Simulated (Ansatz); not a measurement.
## A self-consistent single point of a (001) slab of SrBr3 (cut from a parent of space group no. 194; 8 atoms in the cell) with Ansatz

Level of theory: PBE (plane waves, PAW; Ansatz, a quantum-chemistry and plane-wave program).

This input was run:

Ansatz 0.2 input:
```yaml
# SrBr3
crystal:
  lattice:
    - [6.751885, 0.000000, 0.000000]
    - [-3.375942, 5.847304, 0.000000]
    - [0.000000, 0.000000, 15.012100]
  atoms:
    - { symbol: Sr, position_ang: [3.375946, 1.949099, 6.000006] }
    - { symbol: Sr, position_ang: [-0.000003, 3.898205, 9.012094] }
    - { symbol: Br, position_ang: [1.749079, 1.009835, 9.012094] }
    - { symbol: Br, position_ang: [1.626860, 4.837475, 6.000006] }
    - { symbol: Br, position_ang: [0.000004, 2.019665, 6.000006] }
    - { symbol: Br, position_ang: [3.375939, 3.827639, 9.012094] }
    - { symbol: Br, position_ang: [5.002806, 1.009835, 9.012094] }
    - { symbol: Br, position_ang: [-1.626860, 4.837475, 6.000006] }
basis:
  ecutwfc: 420.0 eV
kpoints:
  mp_grid: { grid: [4, 4, 1] }
hamiltonian:
  xc: pbe
  pseudopotentials: { kind: paw }
efield:
  axis: 3
  dipole_correction: true
scf:
  occupations: { method: fermi_dirac, width: 0.1 eV }
output:
  forces: true
  eigenvalues: true
```

Output (repeated stretches shortened):

```
WARN the atoms were moved onto the symmetric positions of the space group found under crystal.symmetry.tolerance 1.0e-5 (fractional …
WARN ansatz: RAYON_NUM_THREADS=1 ignored (pool sized by the plan → 1); use --threads N
Pseudopotentials: kind: paw
Pseudopotential: Sr, paw, valence charge 10
Pseudopotential: Br, paw, valence charge 7
Crystal: 8 atoms, lattice volume = 592.683 Å³
Basis set: ecut = 420 eV, 11619 PW (Γ), exchange–correlation on 96×96×216 points (8 copies of the dense FFT grid, shifted against one another)
Bands: 39, of which v1, the nominal top of the filled ones, is band 31 counted from 1 (30 counted from 0)
Symmetry: 6 space group operations
k-points: 4 of 16 (time reversal used)
Initial density: superposition of atomic densities (neutral atoms: chi_scale 0, normalization atom), corrected by the library's trained network
Initial wavefunctions: pseudopotential atomic-orbital guess
Eigensolver: davidson
Functional: x = pbe(κ = 0.804, μ = 0.2195149727645171), c = pbe(β = 0.06672455060314922)
SCF iter   1: F=—  HF=-23797.052861 eV  |F-HF|=—  |Δ(HF+E_count)|=         —  Δρ=1.25e-3  dr2=8.01e-3  ethr=1.77e-3  p=-0.000 e·Å  D=-1.25e-9 V/Å  ΔV_dip=0.00 eV  dr2_dipole=1.90e-10  V_vac-E_F(+/−)=4.79/4.80 eV  ⟨swp⟩=12.8  Hψ=1011  notcnv=0  defer=6
all-band conjugate gradients solve this SCF's bands
efield: sawtooth ramp at fractional position 0.9500 (placed from the atoms, in the widest stretch of the axis that holds none …
preconditioner: auto → LDOS
SCF iter   2: F=—  HF=-23797.061413 eV  |F-HF|=—  |Δ(HF+E_count)|=   8.55e-3  Δρ=3.98e-4  dr2=7.89e-4  ethr=1.29e-5  p=-0.000 e·Å  D=-6.80e-6 V/Å  ΔV_dip=0.00 eV  dr2_dipole=5.36e-10  V_vac-E_F(+/−)=4.84/4.84 eV  ⟨swp⟩=2.5  Hψ=342  notcnv=0  defer=6
SCF iter   3: F=—  HF=-23797.061394 eV  |F-HF|=—  |Δ(HF+E_count)|=   1.84e-5  Δρ=8.92e-5  dr2=1.14e-4  ethr=1.27e-6  p=0.000 e·Å  D=1.39e-6 V/Å  ΔV_dip=-0.00 eV  dr2_dipole=1.18e-11  V_vac-E_F(+/−)=4.83/4.83 eV  ⟨swp⟩=2.0  Hψ=267  notcnv=0  defer=6
SCF iter   4: F=—  HF=-23797.061385 eV  |F-HF|=—  |Δ(HF+E_count)|=   8.97e-6  Δρ=2.80e-5  dr2=1.15e-5  ethr=1.84e-7  p=0.000 e·Å  D=1.22e-6 V/Å  ΔV_dip=-0.00 eV  dr2_dipole=1.71e-11  V_vac-E_F(+/−)=4.84/4.84 eV  ⟨swp⟩=2.0  Hψ=270  notcnv=0  defer=6
SCF iter   5: F=—  HF=-23797.061361 eV  |F-HF|=—  |Δ(HF+E_count)|=   2.38e-5  Δρ=9.91e-6  dr2=6.71e-7  ethr=1.86e-8  p=0.000 e·Å  D=1.42e-7 V/Å  ΔV_dip=-0.00 eV  dr2_dipole=3.47e-14  V_vac-E_F(+/−)=4.84/4.84 eV  ⟨swp⟩=2.0  Hψ=271  notcnv=0  defer=6
SCF iter   6: F=-23797.061362 eV  HF=-23797.061362 eV  |F-HF|=1.24e-7  |Δ(HF+E_count)|=   5.21e-7  Δρ=2.93e-6  dr2=4.58e-8  ethr=1.61e-10  p=0.000 e·Å  D=4.48e-8 V/Å  ΔV_dip=-0.00 eV  dr2_dipole=1.52e-13  V_vac-E_F(+/−)=4.84/4.84 eV  ⟨swp⟩=17.0  [...]
SCF 1 converged in 6 iterations: F = -23797.061362 eV  dr2 = 4.58e-8
SCF converged after 6 iterations
Free energy (F): -23797.061362 eV
Harris-Foulkes:  -23797.061362 eV  (|F-HF|=1.24e-7)
Internal energy: -23796.850745 eV  (E = F + TS)
E sigma→0 (E₀):  -23796.956054 eV
Entropy (-TS):   -0.210617 eV (-26.327 meV/atom)
Fermi energy:    -0.922836 eV
Dipole field:    D = -0.000000 V/Å  (p = -0.000001 e·Å, saw-weighted, corrected)
Work function:   Φ+ = 4.8365 eV   Φ− = 4.8366 eV
Levels:          The Fermi level and band energies are counted from a zero that moves with the ramp; work functions are not
--- Per-component energies (eV) ---
  E_band       = -641.576160
  E_kinetic    = 1279.625172
  E_local      = -11268.315343  (includes V_loc(G=0)·N_el)
  E_nonlocal   = 823.876383
  E_hartree    = 4806.382467
  E_xc         = -1927.846593
  E_vxc        = -937.958658  (∫ρ·V_xc dr)
  E_paw        = -18869.621316  (= ΣΔE_a)
  E_vpaw       = -151.566578  (= ΣTr[D̂ρ^β])
  E_aug_tail   = -0.000003  (compensation charges beyond the density's cutoff)
  E_efield     = 0.000000  (sawtooth field / dipole correction)
  E_vefield    = 0.000000  (∫n·V_field dr)
  E_ewald      = 1359.048488
  E_smearing   = -0.210617  (= −TS)
  E_closure    = -0.000000  (closes the sum)
  Σ components = -23797.061362   (vs F -23797.061362, Δ=0.00e0)
--- Forces (eV/Å), atoms counted from 1 ---
  atom   1  Sr     0.00000000     0.00000000     0.97244263
  atom   2  Sr    -0.00000000    -0.00000000    -0.97244374
  atom   3  Br    -0.18038950    -0.10414791     0.25821845
  atom   4  Br     0.18038956     0.10414795    -0.25821812
  atom   5  Br    -0.00000001    -0.20829592    -0.25821812
  atom   6  Br     0.00000001     0.20829584     0.25821845
  atom   7  Br     0.18038949    -0.10414793     0.25821845
  atom   8  Br    -0.18038955     0.10414797    -0.25821812
  max |Σ_I F_I| component: 1.29e-7 eV/Å
--- Band table (eV) ---
  k-point 0: bands = ["-36.6013", "-36.6004", "-18.6172", "-18.6056", "-18.4967", "-18.4967", "-18.4873", "-18.4873", "-15.2901", "-15.0110", "-14.4634", "-14.4634", "-14.3345", "-14.3345", "-4.7402", "-4.5131", "-4.0869", "-4.0869", "-3.8973", [...]
  k-point 1: bands = ["-36.6012", "-36.6005", "-18.6164", "-18.6078", "-18.5061", "-18.5023", "-18.4949", "-18.4871", "-15.1785", "-14.9376", "-14.5640", "-14.4548", "-14.4110", "-14.3251", "-4.4929", "-4.3073", "-4.1030", "-3.9977", "-3.8952", [...]
  k-point 2: bands = ["-36.6010", "-36.6007", "-18.6146", "-18.6111", "-18.5155", "-18.5071", "-18.5021", "-18.4878", "-14.9494", "-14.9303", "-14.6708", "-14.5327", "-14.4463", "-14.3157", "-4.5604", "-4.3131", "-3.6458", "-3.5557", "-3.4889", [...]
  k-point 3: bands = ["-36.6010", "-36.6007", "-18.6146", "-18.6109", "-18.5149", "-18.5070", "-18.5001", "-18.4908", "-14.9996", "-14.8634", "-14.7003", "-14.5132", "-14.4136", "-14.3556", "-4.2819", "-4.1851", "-4.0323", "-3.8452", "-3.5369", [...]
```

The run converged in 6 iterations.

The starting cell comes from a database of computed structures (which also holds hypothetical and non-ambient phases and stackings), without a prior relaxation at this level. The slab is cut from that crystal, and its faces are unrelaxed. Its lattice was rescaled in the plane by a random factor within 2.5 % of one. Spin polarisation is off, though cut faces can carry moments; the slab shows no gap.
